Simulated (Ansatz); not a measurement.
# Hf: response to strain

Base system: Hf in the hcp (Mg type) structure (space group P6_3/mmc, No. 194; relaxed with 0.1 eV smearing).

```
CELL_PARAMETERS angstrom
      3.11736     0.00000     0.00000
     -1.55868     2.69972     0.00000
      0.00000     0.00000     4.95007
ATOMIC_POSITIONS crystal
  Hf 0.66667 0.33333 0.75000
  Hf 0.33333 0.66667 0.25000
```

Strains are applied to the cell and any free atomic positions relax.

Level of theory: plane-wave PAW DFT at the LDA level (Ansatz, a first-principles code, 420 eV), scalar-relativistic without spin-orbit coupling.

Notes on the quantities. energy relative to the base: free energy F.

```json
[
 {"isotropic strain (%)": "-2", "energy relative to the base (meV/atom)": "29.5"},
 {"isotropic strain (%)": "-1.5", "energy relative to the base (meV/atom)": "16.4"},
 {"isotropic strain (%)": "-1", "energy relative to the base (meV/atom)": "7.2"},
 {"isotropic strain (%)": "0", "energy relative to the base (meV/atom)": "0.0"},
 {"isotropic strain (%)": "0.5", "energy relative to the base (meV/atom)": "1.7"},
 {"isotropic strain (%)": "1", "energy relative to the base (meV/atom)": "6.9"},
 {"isotropic strain (%)": "2", "energy relative to the base (meV/atom)": "?"},
 {"isotropic strain (%)": "2.5", "energy relative to the base (meV/atom)": "41.4"},
 {"isotropic strain (%)": "3", "energy relative to the base (meV/atom)": "58.8"}
]
```

Fit ΔE = Aε² + Bε³ (ε in %) to the rows shown and predict the withheld row.

Least squares on the printed values gives A = 7.04 and B = -0.17 meV/atom (largest residual 0.0 meV/atom); this predicts 26.8 meV/atom, and the run gives 26.8 meV/atom, in agreement.

No phonon test of stability was made. The final runs are not spin-polarised.
